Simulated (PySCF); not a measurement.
PySCF 2.14.0, TPSSH/def2-svp, df: Ti(Cl)3(OH) ([OH][Ti]([Cl])([Cl])[Cl]), 6 atoms. The geometry is a generated start, not checked to be a minimum at this level.

| Property | Result |
|---|---|
| task | energy |
| method | tpssh |
| basis | def2-svp |
| two-electron scheme | density fitting |
| mol.max_memory | 3000 MB |
| mf.max_cycle | 100 |
| mf.conv_tol | 1e-09 (default) |
| mf.grids.level | 3 (default) |
| basis functions | 104 |
| grid points | 101440 |

```xyz
6

Ti     0.2430    -0.1187    -0.0124
Cl     1.8836     1.0728    -0.6559
Cl     0.9012    -0.9169     1.8474
Cl     0.2882    -1.7902    -1.3262
O     -1.2249     0.6687     0.0501
H     -2.0911     1.0842     0.0971
```

Charge 0 and multiplicity 1 are set for this test and not shown to be the ground state.

With the defaults (mf.DIIS = CDIIS, mf.diis = true, mf.level_shift = 0, mf.damp = 0, mf.diis_start_cycle = 1, mf.init_guess = minao, newton = off, mf.diis_space = 8) it converges in 14 Fock builds. One run each on 2 threads, 1 BLAS thread, with these changes:
- newton = Hessian by the SCF's own integrals
- mf.diis_space = 12
- mf.init_guess = mod_huckel
- mf.DIIS = ADIIS
- mf.diis = false
- mf.DIIS = EDIIS
- mf.level_shift = 1 Hartree
- mf.damp = 0.7, mf.diis_start_cycle = 8
- mf.init_guess = atom

Question: Which runs fail or end elsewhere than the default run?

Answer: No convergence: mf.DIIS = EDIIS; mf.diis = false (the run ends without SCF convergence in 100 cycles). The rest reach the solution of the defaults.

| setting | Fock builds | end |
|---|---|---|
| mf.diis_space = 12 | 13 | same solution |
| the defaults | 14 | same solution |
| mf.init_guess = atom | 14 | same solution |
| mf.damp = 0.7, mf.diis_start_cycle = 8 | 17 | same solution |
| mf.init_guess = mod_huckel | 25 | same solution |
| mf.DIIS = ADIIS | 28 | same solution |
| mf.level_shift = 1 Hartree | 35 | same solution |
| newton = Hessian by the SCF's own integrals | 49 | same solution |
| mf.DIIS = EDIIS | 101 | no convergence |
| mf.diis = false | 101 | no convergence |

Under newton the count holds the products with the orbital Hessian.
